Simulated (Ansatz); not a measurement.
# Bulk modulus B0 of Nb₂GaC (P6₃/mmc, No. 194, 8 atoms in the cell; start mp-1079546) at several levels of theory

No measured value is used here.

```csv
level (code),value (GPa),cell (Å³/atom)
LDA (Ansatz),201,13.90
PBEsol (Ansatz),191,14.18
r²SCAN (Ansatz),188,14.45
```

LDA, PBEsol, r²SCAN: the run has no spin polarisation, so it can have missed a magnetic state. LDA, PBEsol, r²SCAN: the bulk modulus is −V dP/dV from two relaxed cells at ±2 % in volume. LDA, PBEsol, r²SCAN: the relaxation could not lower the start's symmetry, so the cell can be a saddle point above a distorted one. Each level is taken at its own relaxed cell. Cutoffs differ between the levels. Ansatz's density-functional and Hartree–Fock values are scalar-relativistic unless marked +SOC, with PAW data made under PBE.

A start named mp-… is a Materials Project structure, which need not be a measured phase.

Ansatz is a quantum-chemistry and plane-wave program.
